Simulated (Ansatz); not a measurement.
Structures of equal composition on the (0001) surface of wurtzite GaN (Ga plane on top): 2x2 In adatom at H3; 2x2 In adatom at T4. The slabs share one bottom face, and each structure is named by its start. These are constructed structures in small cells; real faces may alloy, dewet or reconstruct in larger ones, and not all known structures of the face are among them. Slabs of about 14 Å, Fermi-Dirac smearing of 0.025 eV. Bottom of the slabs: H caps. Relaxed from the named starts with such symmetry as they have, on meshes of like density; energies extrapolated to zero smearing; spin only where a row says so; no spin-orbit coupling, no U. Brackets mark spin-polarised runs, whose order is one that fits the cell. Where a second, spin-polarised start was run, the lower counts.

All values below come from r2SCAN, at the PBE geometry (plane waves to 500 eV, PAW; Ansatz, a program for electronic structure).

Put the candidates in order of energy per 1x1 cell, lowest first, for r2SCAN, at the PBE geometry.

2x2 In adatom at T4 (0.000 eV, gap 0.30 eV on the mesh), 2x2 In adatom at H3 (0.044 eV, gap 0.23 eV on the mesh)
